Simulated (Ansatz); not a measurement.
End structure of a constructed model of the (111) surface of fcc Al, a pseudomorphic layer of Ta in the host's stacking (bottom of the slab: a bare face, its two planes held):

```xyz
7
Lattice="2.8581 0.0000 0.0000 -1.4290 2.4752 0.0000 0.0000 0.0000 30.5000" Properties=species:S:1:pos:R:3 pbc="T T T"
Al     0.0000     1.6501     8.1453
Al     1.4290     0.8251    10.4789
Al     0.0000     0.0000    12.8141
Al     0.0000     1.6501    15.1735
Al     1.4290     0.8251    17.5001
Al     0.0000     0.0000    19.8178
Ta     0.0000     1.6501    22.0986
```

Set-up: 7 atoms, 14.2 Å thick at the start with caps and adatoms; mesh 15x15x1; 0.1 eV smearing; dipole correction on; single point; on the structure that PBE left under its start's symmetry; no spin, no spin-orbit, no U. In PBE it is, or lies within 0.01 eV a 1x1 cell of, the lowest of the 2 structures of its composition computed so far; subsurface sites and larger cells were not tried.

What is the computed work function of the top face (r2SCAN, at the PBE geometry run with Ansatz, a quantum-chemistry and plane-wave program)?

5.58 eV
